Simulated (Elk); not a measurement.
A self-consistent single point of NiO (Fm-3m, 4 atoms in the cell) with Elk.

Level of theory: PBE+U, all-electron FP-LAPW, Elk's shipped species files, APW+lo basis with extra local orbitals (Elk).

```
CELL_PARAMETERS angstrom
      4.28157     2.14079     2.14079
      2.14079     4.28157     2.14079
      2.14079     2.14079     4.28157
ATOMIC_POSITIONS crystal
  Ni 0.00000 0.00000 0.00000
  Ni 0.50000 0.50000 0.50000
  O  0.25000 0.25000 0.25000
  O  0.75000 0.75000 0.75000
```
Moments meant for the start (each program seeds them in its own way; μB, in the order of the atoms Ni Ni O O): 2.0 -2.0 0.0 0.0.

Reference input (self-consistent single point, DFT, PBE, all-electron FP-LAPW, Elk's shipped species files, APW+lo basis with extra local orbitals): xctype = 20; spinpol = true; rgkmax = 7.5; swidth = 0.00183747 Ha; ngridk = 7 7 7; reducebf = 0.7; gmaxvr = 16 1/bohr; nxlo = 2; lorbcnd = true; lmaxi = 3; nempty = 10 per atom; maxscl = 100. This run's input differs from it in these lines:

```diff
@@ -36,2 +36,6 @@
 
+dft+u
+  1 1
+  1 2  0.293995  0.000000
+
 scale
```

Output, abridged:

```
│ Self-consistent loop started │
│ Loop number : 1 │
 total energy                :     -3200.23358282
 total moment                :   0.3322520303E-15
│ Loop number : 2 │
 total energy                :     -3204.79067353
 total moment                :   0.8384035775E-15
RMS change in Kohn-Sham potential (target) :    2.627177905     (  0.1000000000E-05)
Absolute change in total energy (target)   :    4.557090714     (  0.1000000000E-03)
│ Loop number : 3 │
 total energy                :     -3202.44922349
 total moment                :  -0.2677288145E-16
RMS change in Kohn-Sham potential (target) :    2.611758757     (  0.1000000000E-05)
   [... lines left out ...]
│ Loop number : 98 │
 total energy                :     -3191.78687961
 total moment                :   0.3765993737E-15
RMS change in Kohn-Sham potential (target) :   0.1525243579     (  0.1000000000E-05)
Absolute change in total energy (target)   :    1.775792194     (  0.1000000000E-03)
│ Loop number : 99 │
 total energy                :     -3191.90136130
 total moment                :   0.1490342047E-15
RMS change in Kohn-Sham potential (target) :   0.1693297808     (  0.1000000000E-05)
Absolute change in total energy (target)   :   0.5584297329     (  0.1000000000E-03)
│ Loop number : 100 │
Reached self-consistent loops maximum

Energies :
 Fermi                       :     0.213316733592
 xc effective B-field        :    -0.240831574973
 external B-field            :      0.00000000000
 DFT+U                       :      2.24003346975
 total energy                :     -3192.12569171
 (external B-field energy excluded from total)

   [... lines left out ...]
Density of states at Fermi energy :   0.5414750191E-07
Estimated indirect band gap :   0.1041897649
Estimated direct band gap   :   0.1236664181
   [... lines left out ...]
   atom    2                 :    26.65345095     (  0.5145675776E-03)
  species :    2 (O)
   atom    1                 :    7.494462403     (  0.2569361146E-07)
   atom    2                 :    7.494462403     (  0.2569361146E-07)
 total in muffin-tins        :    68.29582671
 total calculated charge     :    72.00990890
 total charge                :    72.00000000
 error                       :   0.9908896120E-02

Moments :
 interstitial                :  -0.7997728715E-16
 muffin-tins
  species :    1 (Ni)
   atom    1                 :    1.808940021
   atom    2                 :   -1.808940021
  species :    2 (O)
   atom    1                 :   0.5731013296E-21
   atom    2                 :   0.5731013296E-21
 total in muffin-tins        :   0.8881795659E-15
 total moment                :   0.8082022787E-15

│ Self-consistent loop stopped │
```

The run ended unconverged after 100 iterations. 

The starting cell has typed, rounded lattice constants, without a prior relaxation at this level. Its lattice was rescaled by a random factor within 2.5 % of one. Values depend on the basis (sphere radii, cutoffs, local orbitals), which need not be converged.

Cost on one core of a shared machine: roughly 20 min.
